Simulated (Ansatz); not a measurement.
# Short convergence ladders for TiTc (Pm-3m, 2 atoms in the cell)

```yaml
crystal:
  lattice:
    - [3.10375, 0.00000, 0.00000]
    - [0.00000, 3.10375, 0.00000]
    - [0.00000, 0.00000, 3.10375]
  atoms:
    - { symbol: Ti, position: [0.50000, 0.50000, 0.50000] }
    - { symbol: Tc, position: [0.00000, 0.00000, 0.00000] }
```

Base method: LDA (PW92), default PAW files made with PBE (plane waves; Ansatz, an electronic-structure program).

Base settings: basis.ecutwfc = 500 eV; kpoints.mp_grid.grid = 11 11 11; hamiltonian.xc = lda; hamiltonian.pseudopotentials = {kind: paw} (the program's default PAW files); scf.occupations.method = fermi_dirac; scf.occupations.width = 0.1 eV.

Core times come from one kind of shared machine, to one figure; runs under 30 s give none.

**Zone-centre phonons against the cutoff**

In this ladder: phonons.method = dfpt.

The mesh stays at the base's, so the ladder's end is converged at best in this setting alone.

Frequencies are those of the unrelaxed cell, without the LO-TO term of polar crystals.

Only quantities that move along the ladder and can be compared are tabulated.

```csv
basis.ecutwfc,highest zone-centre frequency (cm⁻¹)
250 eV,326.0
300 eV,251.6
350 eV,241.8
425 eV,246.7
500 eV,246.6
600 eV,246.6
750 eV,246.6
```

Coarsest basis.ecutwfc that holds the highest zone-centre frequency within 2 cm⁻¹ of the last step, with all finer ones: 425 eV; the step before is off by 4.8 cm⁻¹.

**The force threshold of a relaxation**

On TiTc (P4mm, 2 atoms in the cell): one atom moved by 0.15 angstrom.

In this ladder: relax = atoms.

The mesh stays at the base's, so the ladder's end is converged at best in this setting alone.

Only quantities that move along the ladder and can be compared are tabulated.

| relax.f_tol | free energy less the last step's (meV/atom) | largest force left (eV/Å) | relaxation steps |
|---|---|---|---|
| 0.2 eV/Å | 0.63 | 0.1342 | 3 |
| 0.1 eV/Å | 0.00 | 0.0001 | 3 |
| 0.05 eV/Å | 0.00 | 0.0003 | 3 |
| 0.03 eV/Å | 0.00 | 0.0004 | 4 |
| 0.02 eV/Å | 0.00 | 0.0004 | 4 |
| 0.01 eV/Å | 0.00 | 0.0004 | 4 |
| 0.005 eV/Å | 0.00 | 0.0005 | 4 |
| 0.002 eV/Å | 0.00 | 0.0005 | 4 |
| 0.001 eV/Å | 0.00 | 0.0005 | 4 |

Coarsest relax.f_tol that holds the free energy within 0.05 meV/atom of the last step, with all finer ones: 0.1 eV/Å; the step before is off by 0.63 meV/atom.

Coarsest relax.f_tol that holds the largest force left within 0.01 eV/Å of the last step, with all finer ones: 0.1 eV/Å; the step before is off by 0.13 eV/Å.

**The q mesh of the phonons**

In this ladder: kpoints.mp_grid.grid = 12 12 12; phonons.method = dfpt.

Only quantities that move along the ladder and can be compared are tabulated.

Thermal sums run over frequencies interpolated from this q mesh.

| phonons.qmesh | zero-point energy (meV/atom) | vibrational free energy at 300 K (meV/atom) | core time / last (rough) |
|---|---|---|---|
| 1 1 1 | 31.18 | -17.93 | – |
| 2 2 2 | 35.38 | -7.97 | 0.2 |
| 3 3 3 | 35.09 | -8.68 | 0.4 |
| 4 4 4 | 35.20 | -8.44 | 1 |

Coarsest phonons.qmesh that holds the vibrational free energy at 300 K within 1 meV/atom of the last step, with all finer ones: 2 2 2, at about 0.2 of the last step's time; the step before is off by 9.5 meV/atom.

Coarsest phonons.qmesh that holds the zero-point energy within 0.5 meV/atom of the last step, with all finer ones: 2 2 2, at about 0.2 of the last step's time; the step before is off by 4.0 meV/atom.

On the base run: the starting cell comes from a database of computed structures (which also holds hypothetical and non-ambient phases and stackings), without a prior relaxation at this level. Its lattice was rescaled by up to half a per cent. Spin polarisation is off. In the base run, with a pressure of about -12 GPa the cell is away from its equilibrium volume at this level.

Keys are those of Ansatz 0.2.
